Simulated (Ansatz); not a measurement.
```yaml
crystal:
  lattice:
    - [3.59306, 0.00000, 0.00000]
    - [-1.79653, 3.11168, 0.00000]
    - [0.00000, 0.00000, 26.44825]
  atoms:
    - { symbol: Sn, position: [0.00000, 0.00000, 0.99998] }
    - { symbol: C, position: [0.00000, 0.00000, 0.08347] }
    - { symbol: Sn, position: [0.66667, 0.33333, 0.11105] }
    - { symbol: C, position: [0.66667, 0.33333, 0.19438] }
    - { symbol: Sn, position: [0.33333, 0.66667, 0.22216] }
    - { symbol: C, position: [0.33333, 0.66667, 0.30563] }
    - { symbol: Sn, position: [0.66667, 0.33333, 0.33331] }
    - { symbol: C, position: [0.66667, 0.33333, 0.41680] }
    - { symbol: Sn, position: [0.33333, 0.66667, 0.44438] }
    - { symbol: C, position: [0.33333, 0.66667, 0.52772] }
    - { symbol: Sn, position: [0.00000, 0.00000, 0.55549] }
    - { symbol: C, position: [0.00000, 0.00000, 0.63896] }
    - { symbol: Sn, position: [0.33333, 0.66667, 0.66665] }
    - { symbol: C, position: [0.33333, 0.66667, 0.75013] }
    - { symbol: Sn, position: [0.00000, 0.00000, 0.77771] }
    - { symbol: C, position: [0.00000, 0.00000, 0.86105] }
    - { symbol: Sn, position: [0.66667, 0.33333, 0.88883] }
    - { symbol: C, position: [0.66667, 0.33333, 0.97229] }
```

All values below come from PBE (plane waves to 420 eV, PAW; Ansatz, a program for electronic structure). No spin–orbit coupling. Its k-point mesh 9×9×2, Fermi–Dirac width 0.01 eV.

Question: Which polytype is this, and how does it compare with the cubic form?

Answer: SnC 9R (hch), stacking ACBCBABAC, hexagonality 67 %, space group R3m (a stacking that need not occur in nature); -1.6 meV/atom against 3C, layer spacing over a = 0.8179 (ideal 0.8165), PBE gap 0.74 eV.
